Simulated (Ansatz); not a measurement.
# Effect of holes 3.0×10^21 cm⁻³ on ZnO

The parent structure is ZnO (space group P4_2/mnm, No. 136; a = 5.516 Å, c = 3.240 Å; a cell from a computed database, its experimental status unchecked).

Now apply this change: hole doping at 3.0×10^21 cm⁻³ (0.296 per cell), with a uniform compensating background at fixed cell and a 300 K Fermi–Dirac width.

Calculations: PBEsol, PAW, 420 eV (Ansatz, a quantum-chemistry and plane-wave program; no SOC). Γ-centred 9×9×14 mesh, Fermi–Dirac width 0.0259 eV.

```tsv
quantity	base	changed	shift
gap between the host's bands	0.70 eV	0.84 eV	+0.14 eV
gap character	direct at Γ	direct at Γ	–
Fermi level relative to the doped band's edge (positive inside the band; to 0.05 eV)	–	+0.30 eV	–
```

Final structure:

```
CELL_PARAMETERS angstrom
      5.51565     0.00000     0.00000
      0.00000     5.51565     0.00000
      0.00000     0.00000     3.24011
ATOMIC_POSITIONS crystal
  Zn 0.18242 0.18242 0.50000
  Zn 0.81758 0.81758 0.50000
  Zn 0.31758 0.68242 0.00000
  Zn 0.68242 0.31758 0.00000
  O  0.81865 0.18135 0.50000
  O  0.18135 0.81865 0.50000
  O  0.31865 0.31865 0.00000
  O  0.68135 0.68135 0.00000
```
Cell charge +0.295715.

Charged cell with a jellium background: band edges are those of the host's band count, energies are not comparable with the neutral cell, and many-body gap narrowing is missing. Whether these cells are dynamically stable was not tested. This is not the structure that ZnO has at room temperature and ambient pressure.
